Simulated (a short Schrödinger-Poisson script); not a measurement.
MOS inversion layer, Si3N4 on p-type Si(100)

Structure: MOS inversion layer, Si3N4 on p-type Si(100), at 300 K.

```
layer  material  thickness (nm)  Na (cm⁻³)
-----  --------  --------------  ---------
1         Si3N4             2.3          -
2            Si             260     2.8e18
```

The device is made up for the run: typed textbook-type constants, with dimensions and the other settings drawn at random. Si3N4: permittivity 7.5, conduction-band edge (eV) 1.95, gap (eV) 5.1, electron mass (mₑ) 0.5. Si: permittivity 11.7, conduction-band edge (eV) 0, gap (eV) 1.124, Nv at 300 K (cm⁻³) 3.1e19.

Channel valleys (confinement mass, in-plane density-of-states mass, number): Δ2 0.916, 0.19, 2; Δ4 0.19, 0.417, 4. At the gate the conduction-band edge of layer 1 lies 2.1 eV − eVg above the Fermi level of the channel; the field vanishes at the back. Gaps are held at their typed values at every temperature. Mesh 0.03 nm at interfaces.

From a short Schrödinger-Poisson script (our own, NumPy): 1D Poisson equation in equilibrium, electrons quantum, Hartree (BenDaniel-Duke, 12 states a valley, the channel's in-plane mass for all, wave functions free to enter the dielectric), parabolic valleys, classical holes, full ionisation, no traps, pinning or gate leakage.

```tsv
Vg (V)	electrons (cm⁻²)	C (μF/cm²)	Δ2 E0 (meV)	Δ2 E1 (meV)	Δ4 E0 (meV)	Δ4 E1 (meV)
0.4	7.73e8	0.424	227.8	342.7	301.7	489.7
0.45	3.66e9	0.428	187.4	304.3	262.2	453.7
0.5	1.71e10	0.474	147.4	266.1	223.2	418.0
0.55	7.29e10	0.662	109.5	230.1	186.3	384.2
0.6	2.44e11	1.06	77.8	200.2	155.5	356.1
0.65	5.75e11	1.46	54.7	178.9	133.3	336.3
0.7	1.03e12	1.72	38.4	164.5	118.0	322.9
0.75	1.57e12	1.88	26.2	154.2	106.8	313.5
0.8	2.15e12	1.98	16.6	146.5	98.2	306.4
0.85	2.77e12	2.05	8.5	140.3	91.1	300.8
0.9	3.40e12	2.10	1.6	135.2	85.1	296.3
0.95	4.06e12	2.14	-4.6	130.9	79.8	292.5
1	4.72e12	2.17	-10.2	127.2	75.2	289.3
1.05	5.40e12	2.20	-15.4	124.0	70.9	286.4
1.1	6.08e12	2.22	-20.1	121.1	67.1	283.9
1.15	6.78e12	2.24	-24.6	118.5	63.5	281.7
1.2	7.47e12	2.26	-28.9	116.1	60.1	279.7
1.25	8.18e12	2.27	-32.9	113.9	56.9	278.0
1.3	8.89e12	2.29	-36.8	112.0	54.0	276.3
1.35	9.60e12	2.30	-40.5	110.2	51.1	274.9
1.4	1.03e13	2.31	-44.1	108.5	48.4	273.5
```

Subbands count from the Fermi level.
